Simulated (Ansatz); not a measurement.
1T (CdI2-type) PtTe2 was calculated with LDA (Ansatz, an electronic-structure program, PAW).

Run with plane-wave cutoff 520 eV, 12×12×8 k mesh (along the axes of the cell as run), Fermi–Dirac smearing 0.1 eV, perturbation theory, scalar-relativistic PAW data made under PBE.

Computed at the level's own relaxed cell.

PtTe2 is modelled in the trigonal space group P-3m1 (No. 164), Pearson symbol hP3. Cell: a = b = 4.0195 Å, c = 5.0953 Å, α = β = 90.00°, γ = 120.00°. Te on 2d sees 3 Pt at 2.680 Å (trigonal pyramidal). Pt on 1a is surrounded by 6 Te at 2.680 Å (octahedral). (Neighbours: up to the widest gap in distance over summed covalent radii, below 1.35, at either atom; cation-cation and far metal-metal contacts left out.)

Harmonic phonon frequencies (cm⁻¹; i marks an imaginary mode):

```tsv
q point	frequencies
Γ	0 0 0 108 108 157 164 173 173
M	84 87 105 115 116 155 157 166 176
K	82 101 101 107 107 158 158 163 163
```

No imaginary mode appears at these points.
